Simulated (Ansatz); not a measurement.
**Equilibrium volume per atom of PtS₂ (model structure, started from the anatase type, I4₁/amd, No. 141, 6 atoms in the cell) at several levels of theory**

No measured value is used here.

```json
[
 {"level (code)": "PBE (Ansatz)", "value (Å³/atom)": "22.02"},
 {"level (code)": "PBEsol (Ansatz)", "value (Å³/atom)": "21.16"},
 {"level (code)": "PBE-D3(BJ) (Ansatz)", "value (Å³/atom)": "21.24"}
]
```

Density-functional levels without +SOC have no spin–orbit coupling. Ansatz's density-functional and Hartree–Fock values are scalar-relativistic unless marked +SOC, with PAW data made under PBE.

A model structure was made by putting elements into a prototype or built by hand; it is no filed structure, need not be a known phase, and can be a saddle point held by its symmetry.

Ansatz is an electronic-structure program.
